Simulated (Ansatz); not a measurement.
**Cost against accuracy: kpoints.mp_grid.grid for CuI (F-43m, 2 atoms in the cell)**

```
CuI
1.0
    0.00000     3.03075     3.03075
    3.03075     0.00000     3.03075
    3.03075     3.03075     0.00000
Cu I
1 1
Direct
  0.00000   0.00000   0.00000
  0.25000   0.25000   0.25000
```

Level of theory: PBE, PAW files (plane waves; Ansatz, a quantum-chemistry and plane-wave program).

Base settings: kpoints.mp_grid.grid = 9 9 9; hamiltonian.xc = pbe; hamiltonian.pseudopotentials = {kind: paw} (the program's default PAW files); scf.occupations.method = gaussian; scf.occupations.width = 0.05 eV.

Misses are taken against the tightest run, 23 23 23, which need not be fully converged itself. The energy is the free energy per atom.

The count of work is k-points × plane waves × bands × iterations; it is no time, and leaves out set-up, grids and terms that scale otherwise. 

The starting cell has typed, rounded lattice constants, without a prior relaxation at this level. Its lattice was rescaled by a random factor within 2.5 % of one. Ansatz's pressure includes its estimate of the finite-basis (Pulay) stress.

The runs (kpoints.mp_grid.grid): 1 1 1 | 2 2 2 | 3 3 3 | 4 4 4 | 5 5 5 | 6 6 6 | 8 8 8 | 9 9 9 | 10 10 10 | 12 12 12 | 15 15 15 | 18 18 18 | 23 23 23.

**Question.** Which is the coarsest setting among those run that, with all tighter ones, holds the energy within 10 meV/atom of the reference, and what does it save?

**Answer.** 5 5 5, off by 4.4 meV/atom; it needs 0.027 of the reference's count of work.

**Question.** Which is the coarsest setting among those run that, with all tighter ones, holds the energy within 1 meV/atom of the reference, and what does it save?

**Answer.** 8 8 8, off by 0.14 meV/atom; it needs 0.080 of the reference's count of work.

**Question.** For at most 0.05 times the reference's count of work, which run misses the energy least?

**Answer.** 6 6 6, with a miss of 1.3 meV/atom at a count of 0.044.

**Question.** What does the step from 5 5 5 to 10 10 10 buy?

**Answer.** It takes the miss in the energy from 4.4 to 0.02 meV/atom, for 4.7 times the count of work.

```
kpoints.mp_grid.grid  energy less reference (meV/atom)  pressure less reference (GPa)  count of work / reference
--------------------  --------------------------------  -----------------------------  -------------------------
1 1 1                                          5373.71                          45.50                     0.0037
2 2 2                                           445.69                           4.56                     0.0092
3 3 3                                            78.82                           1.01                      0.012
4 4 4                                            17.27                           0.26                      0.022
5 5 5                                             4.41                           0.07                      0.027
6 6 6                                             1.28                           0.02                      0.044
8 8 8                                             0.14                           0.00                      0.080
9 9 9                                             0.05                           0.00                      0.096
10 10 10                                          0.02                           0.00                       0.13
12 12 12                                          0.00                           0.00                       0.20
15 15 15                                          0.00                           0.00                       0.33
18 18 18                                          0.00                           0.00                       0.54
23 23 23                                          0.00                           0.00                        1.0
```

Keys are those of Ansatz 0.2.
